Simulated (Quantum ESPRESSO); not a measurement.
Worked example: self-consistent single point of a (001) slab of Mg (cut from a parent of space group no. 194; 2 atoms in the cell) in Quantum ESPRESSO.

Method: LDA (PZ), GBRV 1.5 ultrasoft (LDA) pseudopotentials (plane waves; Quantum ESPRESSO).

```xyz
2
Lattice="3.2004 0.0000 0.0000 -1.6002 2.7716 0.0000 0.0000 0.0000 16.5972" Properties=species:S:1:pos:R:3 pbc="T T T"
Mg     1.6002     0.9239     9.5972
Mg     0.0000     1.8477     7.0000
```

Reference input (self-consistent single point, DFT, LDA (PZ), plane waves, GBRV 1.5 ultrasoft (LDA) pseudopotentials): ecutwfc = 40 Ry; ecutrho = 200 Ry; occupations = smearing; smearing = fermi-dirac; degauss = 0.0073499 Ry; potentials = {Mg: mg_lda_v1.4.uspp.F.UPF}; K_POINTS = automatic 6 6 1 0 0 0; conv_thr = 1e-11 Ry; mixing_beta = 0.5. This run's input differs from it in these lines:

```diff
@@ -12,4 +12,4 @@
   ntyp = 1,
-  ecutwfc = 40,
-  ecutrho = 200,
+  ecutwfc = 48,
+  ecutrho = 240,
   occupations = 'smearing',
```

Output, abridged:

```
     Self-consistent Calculation

     iteration #  1     ecut=    48.00 Ry     beta= 0.50

     negative rho (up, down):  6.511E-05 0.000E+00

     total energy              =    -250.03343899 Ry
     estimated scf accuracy    <       0.30798297 Ry

     iteration #  2     ecut=    48.00 Ry     beta= 0.50

     negative rho (up, down):  8.608E-05 0.000E+00

     total energy              =    -250.06022366 Ry
     estimated scf accuracy    <       0.02256009 Ry

     iteration #  3     ecut=    48.00 Ry     beta= 0.50

     negative rho (up, down):  8.720E-05 0.000E+00

     total energy              =    -250.06198404 Ry
     estimated scf accuracy    <       0.00667133 Ry

   [... 6 blocks of this kind left out ...]

     iteration # 10     ecut=    48.00 Ry     beta= 0.50

     negative rho (up, down):  9.709E-05 0.000E+00

     total energy              =    -250.06299259 Ry
     estimated scf accuracy    <          3.8E-11 Ry

     iteration # 11     ecut=    48.00 Ry     beta= 0.50

     negative rho (up, down):  9.713E-05 0.000E+00
     End of self-consistent calculation

     the Fermi energy is    -1.0032 ev

!    total energy              =    -250.06299259 Ry
     estimated scf accuracy    <          2.8E-12 Ry
     smearing contrib. (-TS)   =      -0.00571603 Ry
     internal energy E=F+TS    =    -250.05727657 Ry

     convergence has been achieved in  11 iterations

     Forces acting on atoms (cartesian axes, Ry/au):

     atom    1 type  1   force =     0.00000000    0.00000000    0.00673498
     atom    2 type  1   force =     0.00000000    0.00000000   -0.00673498

     Total force =     0.009525     Total SCF correction =     0.000012

          total   stress  (Ry/bohr**3)                   (kbar)     P=      -11.47
  -0.00013246  -0.00000000   0.00000000          -19.48       -0.00        0.00
  -0.00000000  -0.00013246   0.00000000           -0.00      -19.48        0.00
  -0.00000000  -0.00000000   0.00003106           -0.00       -0.00        4.57

   JOB DONE.
```

The run converged in 11 iterations. Against the reference run the free energy falls by 2.4 meV/atom and the largest force stays at 0.173 eV/Å.

The starting cell has typed, rounded lattice constants, without a prior relaxation at this level. The slab is cut from that crystal, and its faces are unrelaxed. Its lattice was rescaled by up to half a per cent.
